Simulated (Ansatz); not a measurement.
**InSb: isotropic strain +1.15 %**

Take InSb in the zinc blende structure (space group F-43m, No. 216; a = 6.635 Å) as the base.

Perturbation: every lattice vector is stretched by 1.15 %; the atoms relax in the strained cell.

Computed with PBE (Ansatz, a quantum-chemistry and plane-wave program), spin-orbit coupling left out, earlier PAW set. Γ-centred 12×12×12 mesh, Fermi–Dirac width 0.05 eV.

The space group remains F-43m (No. 216) and the shortest interatomic distance rises by 0.033 Å (2.873 Å → 2.906 Å). The energy rises by 4.7 meV/atom and the pressure goes from zero to -1.2 GPa. The band gap stays zero.

Final structure:

```xyz
2
Lattice="0.0000 3.3556 3.3556 3.3556 0.0000 3.3556 3.3556 3.3556 0.0000" Properties=species:S:1:pos:R:3 pbc="T T T"
Sb     5.0334     5.0334     5.0334
In     0.0000     0.0000     0.0000
```

With Sb present, leaving out spin-orbit coupling can change the band edges. No phonon test of stability was made. The final runs are not spin-polarised. A zero or small gap of InSb can be the functional's error rather than a property of the material.
